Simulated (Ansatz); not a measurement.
Reference: ScHg (Pm-3m), PBEsol, DFPT electron-phonon coupling, linearised Boltzmann equation (plane waves, PAW, scalar-relativistic; Ansatz, a program for electronic structure); geometry: relaxed with this functional, without spin-orbit coupling.

```xyz
2
Lattice="3.4672 0.0000 0.0000 0.0000 3.4672 0.0000 0.0000 0.0000 3.4672" Properties=species:S:1:pos:R:3 pbc="T T T"
Sc     1.7336     1.7336     1.7336
Hg     0.0000     0.0000     0.0000
```

| Property | Value |
|---|---|
| resistivity at 300 K | 37 μΩ·cm |

Q: Replace Hg by Zn on the same sites and relax. What happens?

A: ScZn (Pm-3m): volume per atom 20.8 to 18.0 Å³; resistivity at 300 K falls (37 μΩ·cm to 26 μΩ·cm).

Q: Replace Hg by Cd on the same sites and relax. What happens?

A: ScCd (Pm-3m): volume per atom 20.8 to 21.2 Å³; resistivity at 300 K falls (37 μΩ·cm to 23 μΩ·cm).

Q: Swap Sc for Lu, keeping the structure type. How do these values move?

A: LuHg (Pm-3m): volume per atom 20.8 to 23.1 Å³; resistivity at 300 K falls (37 μΩ·cm to 25 μΩ·cm).

Moves up to 13 % count as about the same. Metals; harmonic phonons alone scatter; means over directions. Halving the electron mesh moves these values by up to 9 %; q meshes are mostly untested. Spin-orbit coupling is left out.

Formula and space group known from diffraction (Crystallography Open Database), not checked to be the room-temperature form: LuHg (Pm-3m), ScHg (Pm-3m), ScZn (Pm-3m). Computed structure with no diffraction record at hand here (it may be known, metastable or hypothetical): ScCd (Pm-3m). The missing spin-orbit coupling matters most for LuHg (Pm-3m), ScHg (Pm-3m).
